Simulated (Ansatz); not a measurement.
We consider Ca2Sn (Fm-3m, No. 225, 3 atoms in the cell; start mp-1009730), described by PBEsol+SOC in Ansatz (plane waves, PAW).

Numerical settings: plane-wave cutoff 520 eV, 8×8×8 k mesh, Fermi–Dirac smearing 0.01 eV, PAW data made under PBE.

Cell (relaxed with PBEsol):

Ca2Sn is taken in the cubic space group Fm-3m (No. 225), Pearson symbol cF12. Lattice parameters: a = b = c = 7.470 Å, α = β = γ = 90.00°. Ca on 8c sees 4 Sn at 3.235 Å and 6 Ca at 3.735 Å. Sn on 4a sees 8 Ca at 3.235 Å (cubic). (Neighbours: up to the widest gap in distance over summed covalent radii, below 1.35, at either atom.)
(The calculation used a cell of 3 atoms; values per cell refer to that cell.)

Task: Estimate the band gap, smallest direct gap on the k points sampled and direct gap at Γ that the calculation returns.

Result: 
* **band gap**: 0.51 eV (indirect)
* **smallest direct gap on the k points sampled**: 0.56 eV
* **direct gap at Γ**: 1.93 eV

Computing time: around 80 core-seconds (rough).

A start named mp-… is a Materials Project structure, which need not be a measured phase.

Ansatz is a program for electronic structure.
